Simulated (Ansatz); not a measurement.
C: response to strain

Take C in the diamond structure (space group Fd-3m, No. 227) as the base.

```
C
1.0
    0.00000     1.77690     1.77690
    1.77690     0.00000     1.77690
    1.77690     1.77690     0.00000
C
2
Cartesian
  0.00000   0.00000   0.00000
  0.88845   0.88845   0.88845
```

Strains are applied to the cell and any free atomic positions relax.

Method: PBEsol in Ansatz (plane waves to 420 eV, PAW, spin-orbit coupling left out).

Candidates:
(a) isotropic strain −2.50 %
(b) isotropic strain −3.00 %
(c) isotropic strain −1.50 %
(d) isotropic strain +1.50 %
(e) isotropic strain +1.00 %

Before the change:

* **Band gap**: 4.03 eV

**Question.** Order them by band gap, lowest first.

**Answer.** (d) isotropic strain +1.50 % (3.94 eV), (e) isotropic strain +1.00 % (3.97 eV), (c) isotropic strain −1.50 % (4.14 eV), (a) isotropic strain −2.50 % (4.21 eV), (b) isotropic strain −3.00 % (4.25 eV)

Whether these cells are dynamically stable was not tested.

Ansatz is a program for electronic structure.
